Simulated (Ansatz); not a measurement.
Consider Ru in the hcp (Mg type) structure (space group P6_3/mmc, No. 194; a = 2.692 Å, c = 4.246 Å). Axes: x lies along a and z along c of the hexagonal cell.

Level of theory: DFT with PBEsol, PAW potentials and a 420 eV plane-wave cutoff in Ansatz (an electronic-structure program), no SOC, earlier PAW set.

Before the change:

```
Quantity  Result
--------  ------
Band gap    zero
```

The change: a free-standing slab of 3 layers (3 atoms, 1 a layer) is cut normal to the z axis, with 15 Å of vacuum and the in-plane cell held at bulk.

Task: How does this affect the excess energy per area of both faces?

Result: The excess energy per area of both faces (slab less bulk energy over the cell's area: twice a surface energy) is 5.9 J/m² (uncertain by up to 0.08 J/m²).

Task: How does this affect the band gap?

Result: The band gap stays zero.

Task: Estimate the effect on the change of the spacing d12 from its bulk value of 2.123 Å.

Result: The change of the spacing d12 from its bulk value of 2.123 Å comes out as -3.5 %.

The excess energy carries the mismatch between the slab's and the bulk's meshes. Whether these cells are dynamically stable was not tested. All final runs are without spin polarisation.
